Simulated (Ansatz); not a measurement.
In a (5,2) carbon nanotube, spin-degenerate bands cross the Fermi level 3 times between Γ and the zone edge.

Level of theory: PBE (plane waves to 420 eV, PAW; Ansatz, an electronic-structure program). Mesh 1×1×12. No spin polarisation. Periodic along z alone, with about 11 Å of vacuum beside it. An idealised model, rolled from the flat sheet. Symmetry and one short period hold its shape; lower forms weren't sought.

What are the conductance and the two-terminal resistance of a perfect, endless piece?

Each crossing on the half of the zone with k > 0 has a partner at −k, so it gives one mode in each direction. Counting spin there are 6 modes, each carrying e²/h = 38.74 μS. G = 6 × 38.74 = 232.4 μS and R = 1/G = 4.30 kΩ, whatever the length. Scattering by phonons, roughness and contacts can only raise R.
